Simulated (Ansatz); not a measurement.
Take BAs in the zinc blende structure (space group F-43m, No. 216) as the base.

```
CELL_PARAMETERS angstrom
      0.00000     2.39129     2.39129
      2.39129     0.00000     2.39129
      2.39129     2.39129     0.00000
ATOMIC_POSITIONS crystal
  As 0.75000 0.75000 0.75000
  B  0.00000 0.00000 0.00000
```

Cartesian axes are those of the cell as printed.

Calculations: Ansatz (an electronic-structure program), r2SCAN, PAW, cutoff 500 eV, without spin-orbit coupling, earlier PAW set.

Strains are applied to the cell and any free atomic positions relax.

One change was made to it. Results:

The band gap drops by 0.07 eV, from 1.38 eV to 1.31 eV; the pressure (mean of the normal stresses, compression positive) stays essentially unchanged (0.00 GPa against 0.02 GPa).

Question: Name the change that was made.
A) tensor shear ε_xy = −0.66 %
B) isotropic strain −0.71 %
C) uniaxial strain ε_xx = +1.28 %

Answer: A, tensor shear ε_xy = −0.66 %. For comparison, the pressure in the other runs: isotropic strain −0.71 % gives 3.15 GPa; uniaxial strain ε_xx = +1.28 % gives -1.75 GPa.

No phonon test of stability was made.
